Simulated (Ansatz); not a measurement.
Consider the following.

```
CELL_PARAMETERS angstrom
      3.09050     0.00000     0.00000
     -1.54525     2.67645     0.00000
      0.00000     0.00000     5.07178
ATOMIC_POSITIONS crystal
  Si 0.66667 0.33333 0.00052
  Si 0.33333 0.66667 0.50052
  C  0.66667 0.33333 0.62468
  C  0.33333 0.66667 0.12468
```

No spin polarisation.

Computed with PBE (Ansatz, a program for electronic structure, PAW, without spin-orbit coupling), earlier PAW set. k-mesh 12×12×7 (Γ-centred); smearing 0.05 eV (Fermi–Dirac).

### Question
Estimate the band gap.

### Answer
2.31 eV.

### Question
Predict the valence-band top at Γ (three highest levels, from the VBM).

### Answer
0.00, 0.00, -0.11 eV.

### Question
Predict the gap character.

### Answer
Indirect, Γ → K.

### Question
Estimate the electron mass.

### Answer
0.26 mₑ along c, 0.44 mₑ across (at K).

Load acts through the strain it causes; cell and atoms are relaxed under it. Effective masses come from finite differences of ±0.01 Å⁻¹. Whether these cells are dynamically stable was not tested. The cell was made from SiC in the wurtzite structure (space group P6_3mc, No. 186) by this change: pressure 0.3 GPa.
